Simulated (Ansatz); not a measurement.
# Input and output of a self-consistent single point for Si2W (I4/mmm, 3 atoms in the cell) (Ansatz)

Method of the run: PBE (plane waves, PAW; Ansatz, a first-principles code).

The input file:

Ansatz 0.2 input:
```yaml
crystal:
  lattice:
    - [-1.607365, 1.607365, 3.901030]
    - [1.607365, -1.607365, 3.901030]
    - [1.607365, 1.607365, -3.901030]
  atoms:
    - { symbol: Si, position_ang: [-0.000000, 0.000000, 2.613612] }
    - { symbol: Si, position_ang: [0.000000, -0.000000, 5.188448] }
    - { symbol: W, position_ang: [0.000000, 0.000000, 0.000000] }
kpoints:
  mp_grid: { grid: [10, 10, 10], shift: [0.5, 0.5, 0.5] }
hamiltonian:
  xc: pbe
  pseudopotentials: { kind: paw }
scf:
  occupations: { method: gaussian, width: 0.02 Ry }
output:
  forces: true
  eigenvalues: true
  stress: true
```

The program printed (abridged):

```
WARN basis.ecutwfc = 420 eV, the default
WARN ansatz: RAYON_NUM_THREADS=1 ignored (pool sized by the plan → 1); use --threads N
Pseudopotentials: kind: paw
Pseudopotential: Si, paw, valence charge 4
Pseudopotential: W, paw, valence charge 14
Crystal: 3 atoms, lattice volume = 40.315 Å³
Basis set: ecut = 420 eV, 785 PW (Γ), exchange–correlation on 64×64×64 points (8 copies of the dense FFT grid, shifted against one another)
Bands: 15, of which v1, the nominal top of the filled ones, is band 11 counted from 1 (10 counted from 0)
Symmetry: 16 space group operations
Space group: I4/mmm (ITA 139), of the structure as read, at distance tolerance 3.4e-5 Å
k-points: 99 of 1000
Initial density: superposition of atomic densities (neutral atoms: chi_scale 0, normalization atom), corrected by the library's trained network
Initial wavefunctions: pseudopotential atomic-orbital guess
Eigensolver: davidson
Functional: x = pbe(κ = 0.804, μ = 0.2195149727645171), c = pbe(β = 0.06672455060314922)
SCF iter   1: F=—  HF=-11657.454561 eV  |F-HF|=—  |Δ(HF+E_count)|=         —  Δρ=3.36e-3  dr2=1.87e-3  ethr=1.77e-3  ⟨swp⟩=5.0  Hψ=8165  notcnv=0
all-band conjugate gradients solve this SCF's bands
preconditioner: auto → Kerker (q_TF=auto, 2.466 Å⁻¹)
SCF iter   2: F=—  HF=-11657.454899 eV  |F-HF|=—  |Δ(HF+E_count)|=   3.38e-4  Δρ=1.93e-3  dr2=7.39e-4  ethr=8.49e-6  ⟨swp⟩=1.1  Hψ=2284  notcnv=0
SCF iter   3: F=—  HF=-11657.455014 eV  |F-HF|=—  |Δ(HF+E_count)|=   1.15e-4  Δρ=1.90e-4  dr2=1.72e-5  ethr=3.36e-6  ⟨swp⟩=2.6  Hψ=2135  notcnv=0
SCF iter   4: F=—  HF=-11657.455019 eV  |F-HF|=—  |Δ(HF+E_count)|=   4.83e-6  Δρ=8.21e-5  dr2=1.87e-6  ethr=7.83e-8  ⟨swp⟩=2.4  Hψ=2081  notcnv=0
SCF iter   5: F=—  HF=-11657.455019 eV  |F-HF|=—  |Δ(HF+E_count)|=   2.20e-8  Δρ=1.38e-5  dr2=1.08e-7  ethr=8.52e-9  ⟨swp⟩=2.0  Hψ=2064  notcnv=0
SCF iter   6: F=-11657.455019 eV  HF=-11657.455019 eV  |F-HF|=1.36e-9  |Δ(HF+E_count)|=   1.17e-8  Δρ=2.73e-6  dr2=3.16e-9  ethr=4.55e-10  ⟨swp⟩=4.5  Hψ=5343  notcnv=0
SCF 1 converged in 6 iterations: F = -11657.455019 eV  dr2 = 3.16e-9
SCF converged after 6 iterations
Free energy (F): -11657.455019 eV
Harris-Foulkes:  -11657.455019 eV  (|F-HF|=1.36e-9)
Internal energy: -11657.442525 eV  (E = F + TS)
E sigma→0 (E₀):  -11657.448772 eV
Entropy (-TS):   -0.012494 eV (-4.165 meV/atom)
Fermi energy:    16.787081 eV
--- Per-component energies (eV) ---
  E_band       = -79.125973
  E_kinetic    = 541.931354
  E_local      = -944.282864  (includes V_loc(G=0)·N_el)
  E_nonlocal   = 50.760606
  E_hartree    = 371.031434
  E_xc         = -382.196207
  E_vxc        = -338.944910  (∫ρ·V_xc dr)
  E_paw        = -9588.395953  (= ΣΔE_a)
  E_vpaw       = -130.654335  (= ΣTr[D̂ρ^β])
  E_aug_tail   = -0.000063  (compensation charges beyond the density's cutoff)
  E_ewald      = -1706.290832
  E_smearing   = -0.012494  (= −TS)
  E_closure    = -0.000000  (closes the sum)
  Σ components = -11657.455019   (vs F -11657.455019, Δ=0.00e0)
--- Forces (eV/Å), atoms counted from 1 ---
  atom   1  Si     0.00000000    -0.00000000    -0.12173541
  atom   2  Si    -0.00000000     0.00000000     0.12173541
  atom   3  W     -0.00000000     0.00000000     0.00000000
  max |Σ_I F_I| component: 6.93e-30 eV/Å
--- Stress (GPa, compression-positive) ---
        3.422997       0.000000      -0.000000
        0.000000       3.422997       0.000000
        0.000000       0.000000       5.692628
  P = ⅓ Tr σ = 4.1795 GPa (41.795 kbar)
  The stress holds the Pulay correction. Without it, at fixed plane waves, as pw.x and ABINIT print it: P = 4.1302 GPa
--- Band table (eV; the first three rows and the last of 99) ---
  k-point 0: bands = ["-56.9699", "-21.2747", "-21.2722", "-21.2696", "3.0573", "10.0713", "12.4481", "13.1571", "13.5888", "14.7463", "16.0123", "19.0870", "19.9637", "20.1094", "20.6175"]
  k-point 1: bands = ["-56.9662", "-21.3253", "-21.3188", "-21.2595", "3.9755", "10.5660", "11.8342", "11.8796", "13.8000", "13.9730", "15.0540", "19.4930", "20.3017", "20.6467", "20.8788"]
  k-point 2: bands = ["-56.9615", "-21.3831", "-21.3760", "-21.2473", "5.3297", "10.3639", "10.7651", "11.5048", "13.6154", "14.2321", "14.4260", "19.1333", "20.0844", "20.2881", "21.2540"]
  k-point 98: bands = ["-56.9705", "-21.2882", "-21.2766", "-21.2536", "5.1194", "5.9226", "12.6367", "13.8848", "15.6234", "16.0274", "16.2358", "16.3547", "17.8436", "21.6954", "22.0977"]
```

The run converged in 6 iterations.

The starting cell comes from a database of computed structures (which also holds hypothetical and non-ambient phases and stackings), without a prior relaxation at this level. Spin-orbit coupling is off. Spin polarisation is off. With a pressure of about 4 GPa the cell is away from its equilibrium volume at this level. Ansatz's pressure includes its estimate of the finite-basis (Pulay) stress.
